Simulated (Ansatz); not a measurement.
Results of PBEsol-D3(BJ) (plane waves, PAW; Ansatz, a first-principles code) for rock-salt LaTe.

Run with plane-wave cutoff 520 eV, 16×16×16 k mesh, Fermi–Dirac smearing 0.05 eV, scalar-relativistic PAW data made under PBE.

The volume scan:

| V (Å³/atom) | E − E_lowest (meV/atom) | P (GPa) |
|---|---|---|
| 29.442 | 26.99 | 4.86 |
| 30.068 | 11.56 | 3.06 |
| 30.694 | 2.80 | 1.45 |
| 31.321 | 0.00 | 0.01 |
| 31.947 | 2.55 | -1.29 |
| 32.574 | 9.88 | -2.44 |
| 33.200 | 21.51 | -3.48 |

Problem. Estimate the bulk modulus from the pressures at 30.694 and 31.947 Å³/atom, and compare it with a fit to all energies.

Solution. B = −V dP/dV. Between V = 30.694 and 31.947 Å³/atom, dP/dV = (-1.29 − (1.45))/(31.947 − 30.694) = -2.19 GPa per Å³/atom; at the midpoint 31.320 Å³/atom this gives B ≈ 68.5 GPa. The third-order Birch–Murnaghan fit gives V0 = 31.324 Å³/atom, B0 = 68.2 GPa, B′ = 4.5, which lies within 1 % of that estimate.

Note: the volume lies 6 % below that of the published cell.

Spin–orbit coupling is not included; it can open a gap where bands touch, and shift volumes and moduli.

Static lattice: no zero-point or thermal effects.
